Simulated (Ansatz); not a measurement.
## How the enthalpy of formation of MoGe (model structure, started from the FeB type, Pnma, No. 62, 8 atoms in the cell) moves with the method

No measured value is used here.

```csv
level (code),value (eV/atom)
PBE (Ansatz),0.026
PBEsol (Ansatz),-0.048
PBE-D3(BJ) (Ansatz),-0.046
```

Each level is taken at its own relaxed cell. Ansatz's density-functional and Hartree–Fock values are scalar-relativistic unless marked +SOC, with PAW data made under PBE.

A model structure was made by putting elements into a prototype or built by hand; it is no filed structure, need not be a known phase, and can be a saddle point held by its symmetry.

Ansatz is a program for electronic structure.
